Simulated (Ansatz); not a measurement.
Functionals compared on the (21-32) surface of hcp Ti in its 1x1 cell, outermost plane spacing 0.30 Å in the ideal cut (one of several cuts of this face), in Ansatz (plane waves, PAW). The structure was relaxed with PBE; the other rows are single points on it, each with its references at the same level. Cutoff 420 eV (500 eV for r2SCAN).

Slab: 24 atoms, 10.1 Å thick at the start (thin: gaps and levels are the slab's own); k 7x6x1, smearing 0.1 eV, dipole-corrected; all atoms relaxed; start symmetry kept, larger cells not searched; no spin, no spin-orbit, no U. These notes are the PBE run's.

```csv
functional,surface energy (J/m²),work function of the top face (eV),rough cost of the single point
PBE,2.04,3.62,–
LDA,2.28,3.83,about 4 core-minutes (a rough figure)
PBEsol,2.22,3.68,about 4 core-minutes (a rough figure)
RPBE,1.90,3.49,around 4 core-minutes (rough)
r2SCAN,[?],[?],about 9 core-minutes (a rough figure)
```

Problem. What belongs in the gaps?

Solution. 
- r2SCAN, surface energy (J/m²): 2.23
- r2SCAN, work function of the top face (eV): 3.64

Ansatz is a quantum-chemistry and plane-wave program.
